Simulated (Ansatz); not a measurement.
Checking a run of Ansatz (a quantum-chemistry and plane-wave program) on Zn (P6_3/mmc, 4 atoms in the cell). The aim is a self-consistent single point with DFT, PBE, plane waves, default PAW files.

Cell that was meant: a = 2.7463 Å, b = 2.7463 Å, c = 8.8363 Å, α = 90.00°, β = 90.00°, γ = 120.00°.

Part of the input:

Ansatz 0.2 input:
```yaml
  pseudopotentials: { kind: paw }
scf:
  occupations: { method: gaussian, width: 0.136 }
  max_iter: 40
  convergence: { dr2_threshold: 1.0e-22 eV }
output:
  forces: true
  eigenvalues: true
```

The program printed (abridged):

```
   [... lines left out ...]
Symmetry: 24 space group operations
Space group: P63/mmc (ITA 194), of the structure as read, at distance tolerance 3.9e-5 Å
k-points: 32 of 363
Initial density: superposition of atomic densities (neutral atoms: chi_scale 0, normalization atom), corrected by the library's trained network
Initial wavefunctions: pseudopotential atomic-orbital guess
Eigensolver: davidson
Functional: x = pbe(κ = 0.804, μ = 0.2195149727645171), c = pbe(β = 0.06672455060314922)
SCF iter   1: F=—  HF=-13276.062453 eV  |F-HF|=—  |Δ(HF+E_count)|=         —  Δρ=1.32e-3  dr2=7.20e-4  ethr=1.77e-3  ⟨swp⟩=5.8  Hψ=3807  notcnv=0
all-band conjugate gradients solve this SCF's bands
preconditioner: auto → none
SCF iter   2: F=—  HF=-13276.063545 eV  |F-HF|=—  |Δ(HF+E_count)|=   1.09e-3  Δρ=6.84e-4  dr2=1.43e-4  ethr=1.50e-6  ⟨swp⟩=2.1  Hψ=1953  notcnv=0
   [... lines left out ...]
SCF iter  15: F=—  HF=-13276.063587 eV  |F-HF|=—  |Δ(HF+E_count)|=  3.64e-12  Δρ=2.27e-12  dr2=1.43e-21  ethr=9.19e-19 (applied; sched 1.00e-12)  ⟨swp⟩=1.0  Hψ=908  notcnv=0  defer=20
SCF iter  16: F=—  HF=-13276.063587 eV  |F-HF|=—  |Δ(HF+E_count)|=  1.82e-12  Δρ=2.25e-13  dr2=1.24e-23  ethr=1.00e-12  ⟨swp⟩=3.1  Hψ=2634  notcnv=0
SCF iter  17: F=-13276.063587 eV  HF=-13276.063587 eV  |F-HF|=0.00e0  |Δ(HF+E_count)|=  1.82e-12  Δρ=2.36e-13  dr2=1.67e-23  ethr=1.00e-12  ⟨swp⟩=1.0  Hψ=1056  notcnv=0
SCF 1 converged in 17 iterations: F = -13276.063587 eV  dr2 = 1.67e-23
Free energy (F): -13276.063587 eV
Internal energy: -13276.061550 eV  (E = F + TS)
E sigma→0 (E₀):  -13276.062568 eV
Entropy (-TS):   -0.002037 eV (-0.509 meV/atom)
Fermi energy:    11.913613 eV
--- Forces (eV/Å), atoms counted from 1 ---
  atom   1  Zn    -0.00000000     0.00000000    -0.00000000
   [... zero for the other atoms too ...]
--- Stress (GPa, compression-positive) ---
        2.216913       0.000000       0.000000
        0.000000       2.216913       0.000000
        0.000000       0.000000       4.642214
  P = ⅓ Tr σ = 3.0253 GPa (30.253 kbar)
  The stress holds the Pulay correction. Without it, at fixed plane waves, as pw.x and ABINIT print it: P = 2.9121 GPa
```

Q: Is this run sound? If not, what is wrong?

A: The results can be used. The input holds a threshold far tighter than needed, beside a limit on iterations, which can do harm: each further decade of the residual costs iterations, and near the noise of double precision and of the grids the loop may never get there. Here it did none. The run converged in 17 iterations, and against the sound input the free energy hardly moves (within 1 meV/atom) and the pressure stays at 3.03 GPa. It cost iterations: the sound input took 6.

The sound input it was made from differs as follows (other fixes are possible):
```diff
-  max_iter: 40
-  convergence: { dr2_threshold: 1.0e-22 eV }
```

With that input, the run converged in 6 iterations: free energy E − TS (on the zero of these files) -13276.0636 eV; Fermi level (on the code's own zero) 11.91 eV; pressure 3.03 GPa (DFT, PBE, plane waves, default PAW files).

On the sound input: the starting cell was generated: these elements placed on a structure prototype, without a prior relaxation; it need not be a known phase or ordering of this composition. Its lattice was rescaled by a random factor within 2.5 % of one. With a pressure of about 3 GPa the cell is away from its equilibrium volume at this level. Ansatz's pressure includes its estimate of the finite-basis (Pulay) stress.
